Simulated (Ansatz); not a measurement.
Consider InP in the zinc blende structure (space group F-43m, No. 216; a = 5.907 Å).

Calculations: r2SCAN in Ansatz (plane waves to 500 eV, PAW, no spin-orbit coupling).

Base values:

Valley order: Γ 1.03 eV; L along ⟨111⟩ 1.80 eV; X along ⟨100⟩ 2.04 eV

Perturbation: cell and atoms relaxed at a pressure of 50 GPa.

**Question.** Estimate the effect on the valley order.

**Answer.** The valley order (the lowest conduction-band minima on the path, energy above the VBM, named in the base's zone) changes from Γ 1.03 eV; L along ⟨111⟩ 1.80 eV; X along ⟨100⟩ 2.04 eV to X along ⟨100⟩ 1.29 eV; L along ⟨111⟩ 2.56 eV; Γ 2.83 eV.

The levels and masses belong to the bands next to the band gap. Load acts through the strain it causes; cell and atoms are relaxed under it. Stability against distortions was not tested. Measured, InP leaves this structure (for rock salt) near 9.8 GPa (temperature not stated; as listed in Datta, Sujoy, Jana, Debnarayan, arXiv (2020)).

Ansatz is a first-principles code.
